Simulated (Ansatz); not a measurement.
Base system: KCl in the rock salt structure (space group Fm-3m, No. 225; a = 6.243 Å). Axes: x, y, z lie along the cube axes.

The values are results of PBEsol/PAW in Ansatz (an electronic-structure program), scalar-relativistic without spin-orbit coupling, not measurements.

Base values:

Gap character: direct at Γ
Valence-band top at Γ: 0.00, 0.00, 0.00 eV

The change: tensor shear ε_xy = +0.29 % (engineering shear γ = 0.0058); the atoms relax in the strained cell.

Question: Estimate the effect on the stress.

Answer: The stress (xx, yy, zz, yz, xz, xy; compression positive) amounts to (0.01, 0.01, 0.01, 0.00, 0.00, -0.04) GPa.

Question: Estimate the effect on the gap character.

Answer: The gap character is still direct at Γ.

Question: What happens to the energy relative to the base?

Answer: The energy hardly moves.

Question: Predict the new valence-band top at Γ.

Answer: The valence-band top at Γ (three highest levels, from the VBM) goes from 0.00, 0.00, 0.00 eV to 0.00, -0.01, -0.01 eV.

Stability against distortions was not tested. k-point labels follow each cell's own Brillouin zone.
